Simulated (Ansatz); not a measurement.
Be: biaxial strain −2.00 %, plane normal [001], relaxed out of plane

Base system: Be in the hcp (Mg type) structure (space group P6_3/mmc, No. 194; a = 2.263 Å, c = 3.566 Å; relaxed with 0.1 eV smearing). Axes: x lies along a and z along c of the hexagonal cell.

The change: biaxial strain −2.00 %, plane normal [001], relaxed out of plane (Cartesian); in-plane vectors clamped, the third vector and the atoms free.

Level of theory: plane-wave PAW DFT at the PBE level (Ansatz, an electronic-structure program, 420 eV), no spin-orbit coupling. k-mesh 29×29×16 (Γ-centred); smearing 0.1 eV (Fermi–Dirac).

The shortest interatomic distance drops by 0.0141 Å to 2.196 Å and the pressure (mean of the normal stresses, compression positive) goes from zero to 5.0 GPa. The band gap remains zero and the out-of-plane strain is +0.08 %. The mean in-plane stress (compression positive) is +7.5 GPa.

Final structure (turned so that z lies along the plane normal):

```
Be
1.0
    2.21748     0.00000     0.00000
    1.10874     1.92040     0.00000
    0.00000     0.00000     3.56944
Be
2
Cartesian
  2.21748   1.28026   2.67708
  1.10874   0.64013   0.89236
```

No phonon test of stability was made.
